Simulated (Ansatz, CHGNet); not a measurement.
**Enthalpy of formation of L1₂ (Cu3Au-type) Pt3Ti at several levels of theory**

No measured value is used here.

```
level (code)                   value (eV/atom)
-----------------------------  ---------------
CHGNet-r²SCAN                           -0.930
LDA (Ansatz)                                 …
PBE (Ansatz)                                 …
PBEsol (Ansatz)                         -0.881
PBE-D3(BJ) (Ansatz)                     -0.880
rVV10 (Ansatz)                               …
r²SCAN (Ansatz)                              …
B3LYP (VWN-RPA form) (Ansatz)           -0.991
PBE0 (Ansatz)                           -1.039
r²SCAN0 (Ansatz)                        -1.096
r²SCANh (Ansatz)                        -0.987
Hartree–Fock (Ansatz)                   -1.477
```

Problem. Complete the blanks.

Solution. 
- LDA (Ansatz, a first-principles code), value (eV/atom): -0.897
- PBE (Ansatz), value (eV/atom): -0.855
- rVV10 (Ansatz), value (eV/atom): -0.815
- r²SCAN (Ansatz), value (eV/atom): -0.918

Density-functional levels without +SOC have no spin–orbit coupling, which shifts binding energies of heavy elements. B3LYP (VWN-RPA form), PBE0, r²SCAN0, r²SCANh, Hartree–Fock: the run has no spin polarisation, so it can have missed a magnetic state. Each level is taken at its own relaxed cell. Cutoffs differ between the levels. Ansatz's density-functional and Hartree–Fock values are scalar-relativistic unless marked +SOC, with PAW data made under PBE.

Machine-learned potentials (CHGNet-r²SCAN) are trained on DFT data: a solid inside that data is no test of them.
